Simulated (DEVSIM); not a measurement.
Structure: Schottky contact on n-type β-Ga2O3, at 300 K.

| layer (left to right) | material | thickness (μm) | Nd (cm⁻³) | τn (s) | τp (s) |
|---|---|---|---|---|---|
| 1 | β-Ga2O3 | 0.450 | 3.6e16 | 1.9e-9 | 5.7e-8 |
| 2 | β-Ga2O3 | 11.0 | 1.3e18 | 1.9e-9 | 1.9e-9 |

Left contact: Schottky, work function 5.12 eV, emission velocity 2.7e6 cm/s. Right contact: ohmic. Voltage is applied to the left contact. Recombination: SRH at mid-gap. Mobility is μmin + (μ − μmin)/(1 + (N/Nref)^α).

The device is made up for the run: typed textbook-type constants, with dimensions and the other settings drawn at random. Values at 300 K.

```csv
parameter,β-Ga2O3
gap (eV),4.8
affinity (eV),4
permittivity,10
Nc (cm⁻³),3.7e18
Nv (cm⁻³),5e20
μn (cm²/Vs),160
μp (cm²/Vs),1
"μn,min",20
"μp,min",0.1
"Nref,n",1e18
"Nref,p",1e18
αn,0.8
αp,0.8
```

Model (solved in DEVSIM): 1D drift-diffusion, Boltzmann statistics, complete ionisation; no tunnelling, impact ionisation, image-force lowering or self-heating. Metal contacts follow the ideal Schottky-Mott rule: no Fermi-level pinning, no interface dipoles.

Problem. Tabulate band edges, carrier densities and field at 1.15 V on the left contact.

Solution. Energies count from the Fermi level of the right contact; mesh points crowd at the junctions.

```tsv
x (μm)	Ec (eV)	Ev (eV)	n (cm⁻³)	p (cm⁻³)	field (V/cm)
0.000	-0.030	-4.830	3.9e15	< 1e2	-15000
0.02310	-0.052	-4.853	1.9e16	< 1e2	-5000
0.06598	-0.057	-4.857	3.4e16	< 1e2	1100
0.1455	-0.043	-4.843	3.6e16	< 1e2	1900
0.3141	-0.010	-4.810	3.6e16	< 1e2	1900
0.3892	0.002	-4.798	4.0e16	< 1e2	580
0.4297	-0.009	-4.809	7.5e16	< 1e2	-9400
0.4579	-0.079	-4.879	1.2e18	< 1e2	-6800
0.4898	-0.081	-4.881	1.3e18	< 1e2	98
0.5535	-0.080	-4.880	1.3e18	< 1e2	99
0.6805	-0.079	-4.879	1.3e18	< 1e2	99
1.074	-0.075	-4.875	1.3e18	< 1e2	99
1.720	-0.069	-4.869	1.3e18	< 1e2	99
3.008	-0.056	-4.856	1.3e18	< 1e2	99
6.584	-0.021	-4.821	1.3e18	< 1e2	99
9.024	0.003	-4.797	1.3e18	< 1e2	99
10.25	0.015	-4.785	1.3e18	< 1e2	99
10.86	0.021	-4.779	1.3e18	< 1e2	99
11.23	0.025	-4.775	1.3e18	< 1e2	99
11.35	0.026	-4.774	1.3e18	< 1e2	99
11.41	0.027	-4.773	1.3e18	< 1e2	99
11.45	0.027	-4.773	1.3e18	< 1e2	99
```
